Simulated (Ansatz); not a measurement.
**Cs2SnI6: pressure 0.3 GPa**

The parent structure is Cs2SnI6 (space group Fm-3m, No. 225; a = 12.0331 Å).

Modification: cell and atoms relaxed at a pressure of 0.3 GPa.

Calculations: PBE (Ansatz, a quantum-chemistry and plane-wave program), without spin-orbit coupling. Settings: 5×5×5 k-points, 0.05 eV Fermi–Dirac smearing.

| quantity | base | changed | shift |
|---|---|---|---|
| volume per atom | 48.40 Å³ | 46.52 Å³ | -1.875 Å³ |
| density | 4.37 g/cm³ | 4.54 g/cm³ | +0.176 g/cm³ |
| lattice parameter a | 12.033 Å | 11.876 Å | -0.157 Å |
| shortest interatomic distance | 2.911 Å | 2.906 Å | -0.005 Å |
| enthalpy H = E + PV relative to the base's energy | – | +0.09 eV/atom | – |
| band gap (uncertain: the Fermi level lies in a band; the changed cell) | 0.25 eV | 0.13 eV | -0.12 eV |

With I present, leaving out spin-orbit coupling can change the band edges. Load acts through the strain it causes; cell and atoms are relaxed under it. Whether these cells are dynamically stable was not tested. The zero or small gap of Cs2SnI6 can change with the level of theory.
